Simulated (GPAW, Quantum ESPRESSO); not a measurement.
A Quantum ESPRESSO input for a self-consistent single point of HfB₂ (P6/mmm, 3 atoms in the cell) (DFT, PBE, plane waves, GBRV 1.5 ultrasoft (PBE) pseudopotentials):

```fortran
&control
   calculation = 'scf'
   prefix = 'run'
   outdir = './work'
   pseudo_dir = './'
   tprnfor = .true.
   tstress = .true.
/
&system
   ibrav = 4
   celldm(1) = 6.0087054714
   celldm(3) = 1.110617767634
   nat = 3
   ntyp = 2
   ecutwfc = 40
   ecutrho = 320
   occupations = 'smearing'
   smearing = 'fd'
   degauss = 0.0073499
/
&electrons
   conv_thr = 1.0d-10
   mixing_beta = 0.7
/
ATOMIC_SPECIES
Hf   178.4900  hf_pbe_v1.uspp.F.UPF
B     10.8100  b_pbe_v1.4.uspp.F.UPF
ATOMIC_POSITIONS angstrom
Hf    0.0000000000    0.0000000000    0.0000000000
B     0.0000000000    1.8357833319    1.7656990000
B     1.5898350013    0.9178916659    1.7656990000
K_POINTS automatic
8 8 6  0 0 0
```

Translate this input to GPAW.

One input that does it (others would too):

```python
from ase import Atoms
from ase.units import GPa
from gpaw import GPAW

atoms = Atoms(['Hf', 'B', 'B'],
              cell=[[3.179670, 0.000000, 0.000000],
                    [-1.589835, 2.753675, 0.000000],
                    [0.000000, 0.000000, 3.531398]],
              scaled_positions=[[0.000000, 0.000000, 0.000000],
                                [0.333333, 0.666667, 0.500000],
                                [0.666667, 0.333333, 0.500000]],
              pbc=True)

calc = GPAW(mode={'name': 'pw', 'ecut': 900},
            xc='PBE',
            kpts={'size': (8, 8, 6), 'gamma': True},
            occupations={'name': 'fermi-dirac', 'width': 0.1},
            nbands=-9,
            convergence={'density': 1e-05, 'energy': 1e-05},
            symmetry={'symmorphic': False, 'tolerance': 0.0005},
            maxiter=150,
            txt='-')

atoms.calc = calc

energy = atoms.get_potential_energy()
print('Energy (eV):', round(energy, 6))
forces = atoms.get_forces()
print('Forces (eV/Ang):')
print(forces.round(5))
stress = atoms.get_stress()
print('Stress (GPa, Voigt):', (stress / GPa).round(4))
```

Basis, cutoffs, solver keys and any potentials are the target program's own. This input uses DFT PBE, plane waves, GPAW PAW datasets PBE (gpaw-data 1.0.1).

The starting cell comes from a database of computed structures (which also holds hypothetical and non-ambient phases and stackings), without a prior relaxation at this level. Its lattice was rescaled by a random factor within 2.5 % of one.
